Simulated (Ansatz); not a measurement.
Input:

```xyz
3
Lattice="3.9725 0.0000 0.0000 1.9863 3.4403 0.0000 0.0000 0.0000 17.7207" Properties=species:S:1:pos:R:3 pbc="T T T"
Te     3.9725     2.2935     7.4513
Pt     0.0000     0.0000     8.8604
Te     1.9863     1.1468    10.2694
```

A single point on PtTe2 with a change (1 layer), its geometry relaxed with PBE-D3(BJ).

All numbers come from PBE (Ansatz, an electronic-structure program, PAW, noncollinear with spin-orbit coupling). k-mesh 14×14×1 (Γ-centred); smearing 0.05 eV (Fermi–Dirac). The cell is a slab with vacuum along z.

### Question
Predict the valence-band top at Γ, band gap and smallest direct gap.

### Answer
* **Valence-band top at Γ (three highest Kramers pairs, from the VBM)**: 0.00, -0.55, -1.56 eV
* **Band gap**: 0.27 eV
* **Smallest direct gap**: 0.90 eV

Single points use the geometry relaxed with PBE-D3(BJ). Stability against distortions was not tested. The cell was made from PtTe2 (space group P-3m1, No. 164; layered) by this change: a free-standing slab of 1 layer (3 atoms, 3 a layer) is cut normal to the stacking axis, with 15 Å of vacuum and the in-plane cell relaxed. The zero or small gap of PtTe2 can change with the level of theory.
